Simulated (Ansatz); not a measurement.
## SiO2, pressure series

Base system: SiO2 (space group P6_322, No. 182; a = 5.061 Å, c = 8.595 Å; a cell from a computed database, its experimental status unchecked).

Cell and atoms are relaxed at each pressure.

Method: Ansatz (a program for electronic structure) PBEsol, without spin-orbit coupling.

Candidates:
(a) pressure 0.3 GPa
(b) pressure −1 GPa
(c) pressure 0.7 GPa
(d) pressure 7.5 GPa
(e) pressure −2 GPa

For the base:

| Property | Result |
|---|---|
| Smallest direct gap | 5.59 eV |

**Question.** Order them by smallest direct gap, lowest first.

**Answer.** (e) pressure −2 GPa (5.46 eV), (b) pressure −1 GPa (5.53 eV), (a) pressure 0.3 GPa (5.61 eV), (c) pressure 0.7 GPa (5.63 eV), (d) pressure 7.5 GPa (5.83 eV)

Load acts through the strain it causes; cell and atoms are relaxed under it. Whether these cells are dynamically stable was not tested. No other phases were tried under pressure.
